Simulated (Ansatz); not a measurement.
For Zr₂SiN (model structure, started from the MAX type, P6₃/mmc, No. 194, 8 atoms in the cell), LDA in Ansatz (plane waves, PAW) gives:

| Property | Value |
|---|---|
| lattice constant a | 3.205 Å |
| lattice parameter c | 13.343 Å |
| bulk modulus | 182 GPa |
| cohesive energy | 7.89 eV/atom |

Problem. What does r²SCAN (Ansatz, a quantum-chemistry and plane-wave program, plane waves, PAW) give for the same quantities?

Solution. 
- lattice constant a: 3.260 Å (rises by 1.7 %)
- lattice parameter c: 13.445 Å (grows by 0.8 %)
- bulk modulus: 169 GPa (falls by 7.1 %)
- cohesive energy: 6.45 eV/atom (shrinks by 1.44 eV/atom)

Changes are worked out from the printed values.

Unless a cell is named, each level is at its own relaxed cell (LDA 14.83, r²SCAN 15.47 Å³/atom).

Caveats: the bulk modulus is −V dP/dV from two relaxed cells at ±2 % in volume (LDA, r²SCAN). Ansatz's density-functional and Hartree–Fock values are scalar-relativistic unless marked +SOC, with PAW data made under PBE.

A model structure was made by putting elements into a prototype or built by hand; it is no filed structure, need not be a known phase, and can be a saddle point held by its symmetry.
